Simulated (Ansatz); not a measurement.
GaAs: energy against strain

GaAs (zinc blende, F-43m, 22.746 Å³/atom at rest) under an equal strain ε in the (001) plane with the normal axis free, as in a coherent film. r2SCAN in Ansatz, a plane-wave DFT program (PAW, default set), 500 eV, 10×10×10 Γ-centred mesh, Fermi-Dirac smearing 0.05 eV; ions are relaxed within the symmetry of each cell.

Here s stands for strain and y for E less E0.

```csv
strain (%),E less E0 (meV/atom)
-3.00,?
-1.50,4.13
-1.00,1.81
-0.50,0.45
0.00,0.00
0.50,0.43
1.00,1.72
1.50,3.83
```

The 7 complete rows are fitted with a parabola, y against s. Least squares gives y = -0.002 - 0.0786·s + 1.7695·s². Residuals (row less fit): 0.033, -0.036, -0.030, 0.002, 0.029, 0.031, -0.031; standard error 0.039 (degrees of freedom: 4). Twice the quadratic coefficient over the volume, 2 × 1.7695 meV × 10⁴ × 0.1602 / 22.746 Å³, is twice the biaxial elastic modulus of this plane = 249 ± 2 GPa.

Task: What does the fit predict for y at s = -3.00, and how far is the calculated value from it?

Result: y = -0.002 - 0.0786 × (-3.0) + 1.7695 × (-3.0)² = 16.159 meV/atom. The calculation gives 17.09 meV/atom, 0.931 meV/atom above the prediction (5.4 % of the range of y in the table). The row lies outside the fitted rows, so this is an extrapolation. From the scatter of the fitted rows alone, a prediction at this place has a standard error of 0.149 meV/atom, so the miss is 6.2 times that.

One order more, fitted to all 13 runs of the series, follows each within 0.01, so the miss is the next term of a smooth law. Rows are the converged runs of the series near zero and its far end; series whose fitted rows scatter by over a few per cent of the range, as at a crossing or softening among them, aren't shown in this form. Most that stay on the fit to the last digits aren't either.
